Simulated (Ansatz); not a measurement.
The reference is BaTiO₃ (space group P4mm, No. 99).

```yaml
crystal:
  lattice:
    - [3.95547, 0.00000, 0.00000]
    - [0.00000, 3.95547, 0.00000]
    - [0.00000, 0.00000, 4.04610]
  atoms:
    - { symbol: Ti, position: [0.50000, 0.50000, 0.44711] }
    - { symbol: Ba, position: [0.00000, 0.00000, 0.93192] }
    - { symbol: O, position: [0.50000, 0.50000, 0.90181] }
    - { symbol: O, position: [0.50000, 0.00000, 0.41258] }
    - { symbol: O, position: [0.00000, 0.50000, 0.41258] }
```

Cartesian axes are those of the cell as printed.

Computed with PBEsol, PAW, 420 eV (Ansatz, an electronic-structure program; scalar-relativistic without spin-orbit coupling), earlier PAW set.

Before the change:

| Item | Result |
|---|---|
| Smallest direct gap | 2.22 eV |
| Band gap | 1.85 eV |

The change: the symmetric strain tensor [0.0023 -0.0099 0.0032; -0.0099 -0.0063 0.0132; 0.0032 0.0132 0.0102], atoms relaxed at fixed cell.

Q: Estimate the effect on the smallest direct gap, band gap, energy relative to the base and stress.

A: The smallest direct gap increases by 0.21 eV, from 2.22 eV to 2.43 eV; the band gap rises by 0.16 eV to 2.01 eV; the energy grows by 5.2 meV/atom; the stress (xx, yy, zz, yz, xz, xy; compression positive) is (0.19, 1.35, -0.80, -2.75, -0.39, 2.53) GPa.

Whether these cells are dynamically stable was not tested. The final runs are not spin-polarised.
